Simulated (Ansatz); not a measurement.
Base system: TiB2 (space group P6/mmm, No. 191; a = 3.017 Å, c = 3.185 Å). Axes: x lies along a and z along c of the hexagonal cell.

Method: PBEsol (Ansatz, a quantum-chemistry and plane-wave program; PAW; 420 eV plane waves; no spin-orbit coupling), earlier PAW set.

Before the change:

| Property | Result |
|---|---|
| Shortest interatomic distance | 1.742 Å |
| Pressure | 0.0 GPa |
| Band gap | zero |

Perturbation: uniaxial strain ε_zz = −3.48 %, all other strain components held at zero, atoms relaxed at fixed cell.

**Question.** Estimate the effect on the shortest interatomic distance, pressure, energy relative to the base and band gap.

**Answer.** The shortest interatomic distance remains 1.742 Å; the pressure (mean of the normal stresses, compression positive) goes from zero to 9.0 GPa; the energy increases by 16 meV/atom; the band gap remains zero.

The mesh was chosen for an insulator and is coarse for the gapless case. Without a gap, meshes like the base's 13×13×10 leave anisotropic stresses uncertain by several tenths of a GPa, and small strain energies with them. No phonon test of stability was made. The final runs are not spin-polarised.
